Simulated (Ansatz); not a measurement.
## A computed series for TiO2: response to strain

Take TiO2 in the rutile structure (space group P4_2/mnm, No. 136; a = 4.6434 Å, c = 2.9638 Å) as the base. Axes: x, y, z lie along a, b, c of the conventional cell.

Strains are applied to the cell and any free atomic positions relax.

The values are results of Ansatz (a first-principles code), PBE, PAW, cutoff 420 eV, scalar-relativistic without spin-orbit coupling, not measurements.

Notes on the quantities. energy relative to the base: free energy F; pressure: mean of the normal stresses, compression positive.

```csv
change,energy relative to the base,electron mass,pressure,shortest interatomic distance,band gap
base,0 meV/atom,"0.58 mₑ along c, 1.2 mₑ across (at Γ)",0.00 GPa,1.958 Å,1.86 eV
uniaxial strain ε_zz = −3.00 %,+15 meV/atom,"0.53 mₑ along z, 1.1 mₑ across (at Γ)",8.33 GPa,1.931 Å,1.93 eV
uniaxial strain ε_zz = −2.40 %,+9.5 meV/atom,"0.54 mₑ along z, 1.1 mₑ across (at Γ)",6.56 GPa,1.936 Å,1.92 eV
uniaxial strain ε_zz = −1.20 %,+2.3 meV/atom,"0.56 mₑ along z, 1.1 mₑ across (at Γ)",3.18 GPa,1.947 Å,1.89 eV
uniaxial strain ε_zz = −0.60 %,+0.6 meV/atom,"0.57 mₑ along z, 1.1 mₑ across (at Γ)",1.57 GPa,1.952 Å,1.88 eV
```

Masses are band curvatures over ±0.01 Å⁻¹ around the edge. Whether these cells are dynamically stable was not tested. All final runs are without spin polarisation.
